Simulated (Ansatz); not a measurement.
The structure below was relaxed with DFT with r2SCAN, PAW potentials and a 500 eV plane-wave cutoff in Ansatz (a first-principles code), scalar-relativistic without spin-orbit coupling.

Space group C2/c (No. 15); a = 5.4920 Å, b = 9.5175 Å, c = 5.1303 Å, α = γ = 90.00°, β = 122.34°

```tsv
atom	site	symmetry	x	y	z
Re	4e	2	0.0000	0.7072	0.2500
Os	4e	2	0.0000	0.2069	0.2500
Os	8f	1	0.2501	0.4594	0.2501
```

Problem. Write out a cell with all atoms.

Solution. 
```xyz
16
Lattice="5.4920 0.0000 0.0000 0.0000 9.5175 0.0000 -2.7444 0.0000 4.3345" Properties=species:S:1:pos:R:3 pbc="T T T"
Re     0.6877     7.5453     3.2509
Os    -2.0583     7.5486     3.2509
Os    -0.6850     5.1448     3.2514
Os     2.0604     5.1448     3.2504
Re    -0.6861     6.7310     1.0836
Os     2.0599     6.7277     1.0836
Os     0.6866     9.1315     1.0831
Os     3.4332     9.1315     1.0841
Re    -2.0583     2.7865     3.2509
Os     0.6877     2.7898     3.2509
Os     2.0610     0.3860     3.2514
Os    -0.6856     0.3860     3.2504
Re     2.0599     1.9723     1.0836
Os    -0.6861     1.9689     1.0836
Os     3.4326     4.3727     1.0831
Os     0.6872     4.3727     1.0841
```
This is the conventional cell.

These are small ordered cells, not random alloys; other orderings at the same x differ. Whether these cells are dynamically stable was not tested. All final runs are without spin polarisation. The cell was made from Re by this change: x(Os) = 0.75, 8 atoms, C2/c.
